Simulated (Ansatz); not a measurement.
## ZnS: response to strain

Take ZnS in the wurtzite structure (space group P6_3mc, No. 186; a = 3.807 Å, c = 6.246 Å) as the base. Axes: x lies along a and z along c of the hexagonal cell.

Strains are applied to the cell and any free atomic positions relax.

Calculations: DFT with r2SCAN, PAW potentials and a 500 eV plane-wave cutoff in Ansatz (a program for electronic structure), no SOC, earlier PAW set.

For the base:

- Band gap: 2.77 eV

### Question
The aim is a band gap between 1.94 eV and 2.10 eV. Which of these changes reaches it?
A. tensor shear ε_xy = +3.10 %
B. isotropic strain +5.88 %
C. isotropic strain −1.69 %
D. uniaxial strain ε_yy = −3.50 %
E. uniaxial strain ε_zz = −1.08 %

### Answer
B, isotropic strain +5.88 %. It gives 2.00 eV; tensor shear ε_xy = +3.10 % gives 2.61 eV; uniaxial strain ε_zz = −1.08 % gives 2.86 eV; uniaxial strain ε_yy = −3.50 % gives 2.79 eV; isotropic strain −1.69 % gives 3.02 eV. Changes not listed may reach it too

Whether these cells are dynamically stable was not tested.
